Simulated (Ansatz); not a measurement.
Results of r²SCAN (Ansatz, a quantum-chemistry and plane-wave program, plane waves, PAW) for CsCl-type CoAl.

A relaxed, unreconstructed slab of the (110) face has 16 atoms, two equal faces of 11.278 Å² each and an energy of -45380.7538 eV. A bulk cell of 4 atoms with the same orientation and in-plane k mesh has -11346.0417 eV. Energies are extrapolated to zero smearing.

Numerical settings: plane-wave cutoff 500 eV, 20×14×1 k mesh (along the axes of the cell as run), Fermi–Dirac smearing 0.1 eV, scalar-relativistic PAW data made under PBE.

Worked out: γ = (E_slab − N E_bulk per atom)/2A = [-45380.7538 − 16 × (-11346.0417/4)]/(2 × 11.278) = 0.1513 eV/Å². With 16.022 J/m² per eV/Å² this is 2.42 J/m², or 1.71 eV per surface cell and face.
